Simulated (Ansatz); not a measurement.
Output of an Ansatz run (abridged):

```
WARN ansatz: RAYON_NUM_THREADS=1 ignored (pool sized by the plan → 1); use --threads N
Pseudopotentials: kind: paw
Pseudopotential: Hf, paw, valence charge 26
Crystal: 1 atoms, lattice volume = 22.673 Å³
Basis set: ecut = 420 eV, 459 PW (Γ)
Bands: 17, of which v1, the nominal top of the filled ones, is band 13 counted from 1 (12 counted from 0)
Symmetry: 48 space group operations
Space group: Fm-3m (ITA 225), of the structure as read, at distance tolerance 2.8e-5 Å
k-points: 84 of 2197
PAW frozen core: Hf, regenerated for the run's functional, and the local potential with it
Initial density: superposition of atomic densities (neutral atoms: chi_scale 0, normalization atom), corrected by the library's trained network
Initial wavefunctions: pseudopotential atomic-orbital guess
Eigensolver: davidson
Functional: x = slater, c = lda
SCF iter   1: F=—  HF=-15476.761382 eV  |F-HF|=—  |Δ(HF+E_count)|=         —  Δρ=4.05e-3  dr2=1.69e-3  ethr=1.77e-3  ⟨swp⟩=4.7  Hψ=6007  notcnv=0
all-band conjugate gradients solve this SCF's bands
preconditioner: auto → none
SCF iter   2: F=—  HF=-15476.761178 eV  |F-HF|=—  |Δ(HF+E_count)|=   2.04e-4  Δρ=2.48e-3  dr2=6.99e-4  ethr=6.52e-6  ⟨swp⟩=2.0  Hψ=2783  notcnv=0
SCF iter   3: F=—  HF=-15476.761179 eV  |F-HF|=—  |Δ(HF+E_count)|=   1.33e-6  Δρ=8.93e-4  dr2=7.91e-5  ethr=2.69e-6  ⟨swp⟩=2.1  Hψ=2037  notcnv=0
SCF iter   4: F=—  HF=-15476.761192 eV  |F-HF|=—  |Δ(HF+E_count)|=   1.28e-5  Δρ=4.77e-5  dr2=1.47e-7  ethr=3.04e-7  ⟨swp⟩=2.9  Hψ=2556  notcnv=0
iter 5 did not close the SCF: its close was put off for the readings that it lacked (scf_convergence_deferred on its scf_iter line)
SCF iter   5: F=-15476.761192 eV  HF=-15476.761192 eV  |F-HF|=2.91e-8  |Δ(HF+E_count)|=   2.93e-7  Δρ=1.04e-5  dr2=8.25e-9  ethr=5.67e-10  ⟨swp⟩=3.1  Hψ=3076  notcnv=0
SCF iter   6: F=-15476.761192 eV  HF=-15476.761192 eV  |F-HF|=9.60e-10  |Δ(HF+E_count)|=   1.26e-8  Δρ=1.48e-6  dr2=6.81e-10  ethr=3.17e-11  ⟨swp⟩=3.1  Hψ=5849  notcnv=0
SCF 1 converged in 6 iterations: F = -15476.761192 eV  dr2 = 6.81e-10
SCF converged after 6 iterations
Free energy (F): -15476.761192 eV
Harris-Foulkes:  -15476.761192 eV  (|F-HF|=9.60e-10)
Internal energy: -15476.711105 eV  (E = F + TS)
E sigma→0 (E₀):  -15476.736148 eV
Entropy (-TS):   -0.050087 eV (-50.087 meV/atom)
Fermi energy:    19.106376 eV
--- Per-component energies (eV) ---
  E_band       = 19.094932
  E_kinetic    = 424.264291
  E_local      = -5121.302095  (includes V_loc(G=0)·N_el)
  E_nonlocal   = -1233.026436
  E_hartree    = 2400.397577
  E_xc         = -297.180341
  E_vxc        = -266.048107  (∫ρ·V_xc dr)
  E_paw        = -6685.600362  (= ΣΔE_a)
  E_vpaw       = 1414.409863  (= ΣTr[D̂ρ^β])
  E_aug_tail   = -0.000001  (compensation charges beyond the density's cutoff)
  E_ewald      = -4966.720980
  E_core_change = 2.457243  (= ΣΔE_core)
  E_smearing   = -0.050087  (= −TS)
  E_closure    = 0.000000  (closes the sum)
  Σ components = -15476.761192   (vs F -15476.761192, Δ=0.00e0)
--- Forces (eV/Å), atoms counted from 1 ---
  atom   1  Hf    -0.00000000    -0.00000000     0.00000000
  max |Σ_I F_I| component: 1.12e-30 eV/Å
--- Stress (GPa, compression-positive) ---
       -8.633787      -0.000000      -0.000000
        0.000000      -8.633787      -0.000000
       -0.000000      -0.000000      -8.633787
  P = ⅓ Tr σ = -8.6338 GPa (-86.338 kbar)
  The stress holds the Pulay correction. Without it, at fixed plane waves, as pw.x and ABINIT print it: P = -8.6642 GPa
--- Band table (eV; the first three rows and the last of 84) ---
  k-point 0: bands = ["-42.6449", "-10.9267", "-10.9267", "-10.9267", "7.3373", "7.3550", "7.3550", "7.3550", "7.4258", "7.4258", "7.4258", "11.9688", "20.4175", "20.4175", "20.4175", "23.1142", "23.1142"]
  k-point 1: bands = ["-42.6415", "-10.9743", "-10.9328", "-10.9328", "7.3402", "7.3543", "7.3572", "7.3572", "7.4219", "7.4219", "7.4260", "12.1726", "20.2227", "20.5152", "20.5152", "23.0144", "23.0144"]
  k-point 2: bands = ["-42.6322", "-11.1044", "-10.9496", "-10.9496", "7.3450", "7.3558", "7.3631", "7.3631", "7.4113", "7.4113", "7.4264", "12.7509", "19.7669", "20.7261", "20.7261", "22.8595", "22.8595"]
  k-point 83: bands = ["-42.5671", "-11.4728", "-11.4074", "-11.2089", "7.3612", "7.3670", "7.3734", "7.3816", "7.3855", "7.3911", "7.4134", "17.3619", "18.4888", "18.8307", "21.6577", "25.5946", "27.2395"]
```

The structure:

```xyz
1
Lattice="0.0000 2.2464 2.2464 2.2464 0.0000 2.2464 2.2464 2.2464 0.0000" Properties=species:S:1:pos:R:3 pbc="T T T"
Hf     0.0000     0.0000     0.0000
```

Reconstruct the input of this run.

Other spellings and defaults could give the same log, and not every line can be read from it. The input that was run (DFT, LDA (PW92), plane waves, default PAW files made with PBE):

Ansatz 0.2 input:
```yaml
crystal:
  lattice:
    - [0.00000000, 2.24644100, 2.24644100]
    - [2.24644100, 0.00000000, 2.24644100]
    - [2.24644100, 2.24644100, 0.00000000]
  atoms:
    - { symbol: Hf, position: [0.00000000, 0.00000000, 0.00000000] }
basis:
  ecutwfc: 420.0
kpoints:
  mp_grid: { grid: [13, 13, 13] }
hamiltonian:
  xc: lda
  pseudopotentials: { kind: paw }
scf:
  occupations: { method: fermi_dirac, width: 0.1 }
output:
  forces: true
  eigenvalues: true
  stress: true
```

The starting cell comes from a database of computed structures (which also holds hypothetical and non-ambient phases and stackings), without a prior relaxation at this level. Its lattice was rescaled by up to half a per cent. Spin-orbit coupling is off. With a pressure of about -9 GPa the cell is away from its equilibrium volume at this level. Ansatz's pressure includes its estimate of the finite-basis (Pulay) stress.

Ansatz is a first-principles code.
